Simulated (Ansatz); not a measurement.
The starting structures come from a database of crystals and need not be the phases stable at ambient conditions.

Tunnelling through a barrier is set by its complex band structure: the current falls as exp(−2κd) with the smallest κ.

Consider the following.

```
CELL_PARAMETERS angstrom
      3.91270     0.00000     0.00000
      0.00000     3.91270     0.00000
      0.00000     0.00000     4.03008
ATOMIC_POSITIONS crystal
  Sr 0.00000 0.00000 0.00000
  Ti 0.50000 0.50000 0.50000
  O  0.50000 0.00000 0.50000
  O  0.00000 0.50000 0.50000
  O  0.50000 0.50000 0.00000
```

The cell is strained (lengths along the current scaled by 1.03, ions clamped); by r2SCAN it stands under a pressure of -5.7 GPa.

Transport runs along the normal of the first two printed cell vectors, the (001) (indices of the unstrained crystal) plane of the conventional cell.

The gap is the functional's own. No spin-orbit coupling. Mid-gap values are those at the computed energy nearest the middle.

Estimate the band gap and the smallest decay constant κ at mid-gap that r2SCAN in Ansatz (a program for electronic structure) returns for this system.

Gap 2.13 eV on a 8×8×8 mesh; κ = 0.254 1/Å, at the zone centre.
